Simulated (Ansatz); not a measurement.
For YNbN3 (model structure, Pm-3m, No. 221, 5 atoms in the cell), LDA (Ansatz, an electronic-structure program, PAW) gives:

| Property | Value |
|---|---|
| lattice parameter a | 3.985 Å |
| bulk modulus | 221 GPa |
| cohesive energy | 7.20 eV/atom |

Question: What does r²SCAN in Ansatz (plane waves, PAW) give for the same quantities?

Answer: 
- lattice constant a: 4.032 Å (rises by 1.2 %)
- bulk modulus: 212 GPa (falls by 4.1 %)
- cohesive energy: 5.90 eV/atom (shrinks by 1.30 eV/atom)

Changes are worked out from the printed values.

Unless a cell is named, each level is at its own relaxed cell (LDA 12.66, r²SCAN 13.11 Å³/atom).

Caveats: the bulk modulus is −V dP/dV from two relaxed cells at ±2 % in volume (LDA, r²SCAN). Ansatz's density-functional and Hartree–Fock values are scalar-relativistic unless marked +SOC, with PAW data made under PBE.

A model structure was made by putting elements into a prototype or built by hand; it is no filed structure, need not be a known phase, and can be a saddle point held by its symmetry.
